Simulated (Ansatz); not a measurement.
## (10,0) carbon nanotube

Levels: PBE (plane waves to 420 eV, PAW; Ansatz, an electronic-structure program); r2SCAN (plane waves to 500 eV, PAW; Ansatz); HSE06 run with Ansatz. Unmarked values and the geometry are of the first. Mesh 1×1×18. No spin polarisation. One-dimensional cell, images about 11 Å apart. An idealised model, rolled from the flat sheet. Symmetry and one short period hold its shape; lower forms weren't sought. HSE06 ran on a 1×1×4 mesh and at PBE's edge points. Buckling under compression is shut out by symmetry and the short period.

| Property | Value |
|---|---|
| period along the axis (40 atoms) | 4.272 Å |
| mean diameter | 7.91 Å |
| energy over the flat sheet | +127 meV/atom |
| PBE gap | 0.76 eV, direct at Γ |
| electron mass along the axis (PBE) | 0.081 mₑ |
| hole mass along the axis (PBE) | 0.080 mₑ |
| valence and conduction edges under the vacuum level (PBE) | 4.73 and 3.97 eV |
| r2SCAN gap at this geometry | 0.82 eV |
| HSE06 gap at this geometry | 1.00 eV |
| axial stiffness dF/dε | 836 nN |

```xyz
40
Lattice="19.0000 0.0000 0.0000 0.0000 19.0000 0.0000 0.0000 0.0000 4.2724" Properties=species:S:1:pos:R:3 pbc="T T T"
C     13.4569     9.5000     2.8472
C     13.2632    10.7228     3.5614
C     13.4569     9.5000     1.4252
C     12.7012    11.8258     2.8472
C     11.8258    12.7012     3.5614
C     13.2632    10.7228     0.7110
C     12.7012    11.8258     1.4252
C     10.7228    13.2632     2.8472
C      9.5000    13.4569     3.5614
C     11.8258    12.7012     0.7110
C     10.7228    13.2632     1.4252
C      8.2772    13.2632     2.8472
C      7.1742    12.7012     3.5614
C      9.5000    13.4569     0.7110
C      8.2772    13.2632     1.4252
C      6.2988    11.8258     2.8472
C      5.7368    10.7228     3.5614
C      7.1742    12.7012     0.7110
C      6.2988    11.8258     1.4252
C      5.5431     9.5000     2.8472
C      5.7368     8.2772     3.5614
C      5.7368    10.7228     0.7110
C      5.5431     9.5000     1.4252
C      6.2988     7.1742     2.8472
C      7.1742     6.2988     3.5614
C      5.7368     8.2772     0.7110
C      6.2988     7.1742     1.4252
C      8.2772     5.7368     2.8472
C      9.5000     5.5431     3.5614
C      7.1742     6.2988     0.7110
C      8.2772     5.7368     1.4252
C     10.7228     5.7368     2.8472
C     11.8258     6.2988     3.5614
C      9.5000     5.5431     0.7110
C     10.7228     5.7368     1.4252
C     12.7012     7.1742     2.8472
C     13.2632     8.2772     3.5614
C     11.8258     6.2988     0.7110
C     12.7012     7.1742     1.4252
C     13.2632     8.2772     0.7110
```
